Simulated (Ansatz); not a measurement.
Base system: PbSe in the rock salt structure (space group Fm-3m, No. 225; a = 6.178 Å). Axes: x, y, z lie along the cube axes.

Computed with plane-wave PAW DFT at the r2SCAN level (Ansatz, a quantum-chemistry and plane-wave program, 500 eV), spin-orbit coupling left out.

Base values:

| Item | Value |
|---|---|
| Valley order | L along ⟨111⟩ 0.67 eV; a point along ⟨110⟩, about 0.6 Å⁻¹ from Γ 1.46 eV |

Modification: a pure shear with ε_xy = ε_yx = 0.0086; the atoms relax in the strained cell.

**Question.** Predict the new energy relative to the base.

**Answer.** The energy increases by 0.5 meV/atom.

**Question.** How does this affect the valley order?

**Answer.** The valley order (the lowest conduction-band minima on the path, energy above the VBM, named in the base's zone) goes from L along ⟨111⟩ 0.67 eV; a point along ⟨110⟩, about 0.6 Å⁻¹ from Γ 1.46 eV to L along [1-11] 0.58 eV; L along [111] 0.67 eV; a point along [1-10], about 0.6 Å⁻¹ from Γ 1.34 eV; a point along [110], about 0.6 Å⁻¹ from Γ 1.50 eV.

Spin-orbit coupling, missing from the scalar runs, can matter with Pb. The levels and masses belong to the bands next to the band gap. Whether these cells are dynamically stable was not tested.
